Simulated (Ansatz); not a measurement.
The reference is GaS in the beta-GaS type structure (space group P6_3/mmc, No. 194; layered, stacked along the Cartesian z axis).

```xyz
8
Lattice="3.5906 0.0000 0.0000 -1.7953 3.1096 0.0000 0.0000 0.0000 15.4487" Properties=species:S:1:pos:R:3 pbc="T T T"
Ga     0.0000     2.0731     2.6381
Ga     1.7953     1.0365    10.3625
Ga     1.7953     1.0365    12.8106
Ga     0.0000     2.0731     5.0862
S      0.0000     2.0731     9.2747
S      1.7953     1.0365     1.5503
S      1.7953     1.0365     6.1741
S      0.0000     2.0731    13.8984
```

Cartesian axes are those of the cell as printed.

Method: PBE-D3(BJ)/PAW in Ansatz (a quantum-chemistry and plane-wave program), no SOC.

Before the change:

| Property | Result |
|---|---|
| Valley order | M (1/2, 0, 0) 1.56 eV; Γ 1.65 eV; K (1/3, 1/3, 0) 1.75 eV |

The change: compressive biaxial strain of 1.14 % in the plane normal to [001], as in epitaxy on a mismatched substrate; the out-of-plane cell vector and the atoms relax.

**Question.** What does the calculation give for the valley order after the change?

**Answer.** The valley order (the lowest conduction-band minima on the path, energy above the VBM, named in the base's zone) goes from M (1/2, 0, 0) 1.56 eV; Γ 1.65 eV; K (1/3, 1/3, 0) 1.75 eV to M (0, 1/2, 0) 1.64 eV; K (-1/3, -1/3, 0) 1.74 eV; Γ 1.92 eV.

**Question.** What does the calculation give for the ratio −ε⊥/ε∥ after the change?

**Answer.** The ratio −ε⊥/ε∥ is 0.48.

**Question.** What happens to the in-plane stress?

**Answer.** The mean in-plane stress (compression positive) is +1.6 GPa.

The levels and masses belong to the bands next to the band gap. Stability against distortions was not tested.
